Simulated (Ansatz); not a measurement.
A calculation on AlB2-type TiB₂ returned lattice constant a 2.994 Å, lattice parameter c 3.159 Å, equilibrium volume per atom 8.17 Å³/atom.

For reference: lattice constant a 3.029 Å (measured, 293 K, no zero-point or thermal correction; as tabulated in R. G. Munro, J. Res. NIST 105, 709 (2000), Material Properties of Titanium …); lattice parameter c 3.229 Å (measured, 293 K, not corrected to a static lattice; as tabulated in R. G. Munro, J. Res. NIST 105, 709 (2000), Material Properties of Titanium …).

Question: Which level of theory produced these numbers?
(A) r²SCAN (Ansatz, a quantum-chemistry and plane-wave program)
(B) PBE (Ansatz)
(C) LDA (Ansatz)
(D) rVV10 (Ansatz)

Answer: C, LDA (Ansatz)

The others give: PBE 3.032 Å, 3.224 Å, 8.56 Å³/atom; r²SCAN 3.025 Å, 3.222 Å, 8.51 Å³/atom; rVV10 3.031 Å, 3.239 Å, 8.59 Å³/atom.

Unless a cell is named, each level is at its own relaxed cell (LDA 8.17, PBE 8.56, r²SCAN 8.51, rVV10 8.59 Å³/atom).

Ansatz's density-functional and Hartree–Fock values are scalar-relativistic unless marked +SOC, with PAW data made under PBE.
